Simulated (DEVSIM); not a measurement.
Structure: Ni/SiO2/p-Si capacitor, at 300 K.

```
layer (left to right)  material  thickness (nm)  Na (cm⁻³)
---------------------  --------  --------------  ---------
1                          SiO2            18.0          -
2                            Si            7600     5.7e15
```

Metal gate on the left, work function 5.1 eV. Fixed charge at the semiconductor interface 0 cm⁻² (in units of +e); no interface traps.

This is a model device: material constants are rounded textbook-type values typed into the input, and sizes, dopings and lifetimes were drawn at random. Values at 300 K.

| parameter | SiO2 | Si |
|---|---|---|
| gap (eV) | 9 | 1.124 |
| affinity (eV) | 0.9 | 4.05 |
| permittivity | 3.9 | 11.7 |
| Nc (cm⁻³) | - | 2.86e19 |
| Nv (cm⁻³) | - | 3.1e19 |

Model (solved in DEVSIM): 1D Poisson equation in equilibrium, Boltzmann statistics, complete ionisation; no quantum confinement or tunnelling. Metal contacts follow the ideal Schottky-Mott rule: no Fermi-level pinning, no interface dipoles.

Q: Give the band bending (positive: bands bend down) and minority sheet density.

A: 
```
Vg (V)  ψs (V)  minority carriers (cm⁻²)
------  ------  ------------------------
-1.7    -0.197                     < 1e8
-1.4    -0.187                     < 1e8
-1.1    -0.175                     < 1e8
-0.8    -0.159                     < 1e8
-0.5    -0.137                     < 1e8
-0.2    -0.102                     < 1e8
0.1     -0.022                     < 1e8
0.4      0.167                     < 1e8
0.7      0.411                     < 1e8
1        0.668                     2.6e9
1.3      0.791                    2.0e11
1.6      0.825                    5.1e11
1.9      0.846                    8.5e11
2.2      0.861                    1.2e12
2.5      0.872                    1.5e12
2.8      0.881                    1.9e12
3.1      0.889                    2.2e12
```
